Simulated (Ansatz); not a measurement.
Start from Cs$_{3}$P (space group P6/mmm, No. 191; a = 6.3590 Å, c = 6.8987 Å; a hypothetical phase, not in the database extracts checked). Axes: x lies along a and z along c of the hexagonal cell.

Method: PBEsol (Ansatz, a quantum-chemistry and plane-wave program; PAW; 420 eV plane waves; spin-orbit coupling left out).

Base values:

```
Quantity                         Value
-----------------------------  -------
Pressure                       0.0 GPa
Shortest interatomic distance  3.449 Å
```

One thing is altered: tensile biaxial strain of 2.87 % in the plane normal to [001], as in epitaxy on a mismatched substrate; the out-of-plane cell vector and the atoms relax.

**Question.** How does this affect the pressure?

**Answer.** The pressure (mean of the normal stresses, compression positive) goes from zero to -0.4 GPa.

**Question.** Predict the new shortest interatomic distance.

**Answer.** The shortest interatomic distance falls by 0.0117 Å, from 3.449 Å to 3.438 Å.

Whether these cells are dynamically stable was not tested. The final runs are not spin-polarised.
